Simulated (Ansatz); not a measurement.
Cubic perovskite SrVO3: LDA at its full settings (plane-wave cutoff 520 eV, 14×14×14 k mesh, Fermi–Dirac smearing 0.05 eV, no spin polarisation, scalar-relativistic PAW data made under PBE) and at cheaper ones, in a cell of 5 atoms with Γ-centred meshes.

```
level and setting             equilibrium lattice constant a (Å)  bulk modulus (GPa)
----------------------------  ----------------------------------  ------------------
LDA (Ansatz)                                               3.773                 218
LDA (Γ point alone) (Ansatz)                               4.181                99.5
LDA (2×2×2 k mesh) (Ansatz)                           (withheld)                 219
LDA (4×4×4 k mesh) (Ansatz)                                3.777                 217
```

### Question
Fill in the missing entries.

### Answer

- LDA (2×2×2 k mesh) (Ansatz, a quantum-chemistry and plane-wave program), equilibrium lattice constant a (Å): 3.777

Largest shifts from the full settings: lattice constant a +10.8 % (LDA (Γ point alone)), against a difference of -1.80 % of the full result from the reference 3.842 Å (measured, temperature not stated, no zero-point or thermal correction; as tabulated in Marks et al. (2021), arXiv:2103.05797); bulk modulus -54 % (LDA (Γ point alone)).

Caveats: the relaxation could not lower the start's symmetry, so the cell can be a saddle point above a distorted one (LDA, LDA (Γ point alone), LDA (2×2×2 k mesh), LDA (4×4×4 k mesh)). Ansatz's density-functional and Hartree–Fock values are scalar-relativistic unless marked +SOC, with PAW data made under PBE.

Run with cheap settings on purpose, which may leave them unconverged: LDA (2×2×2 k mesh), LDA (4×4×4 k mesh), LDA (Γ point alone).
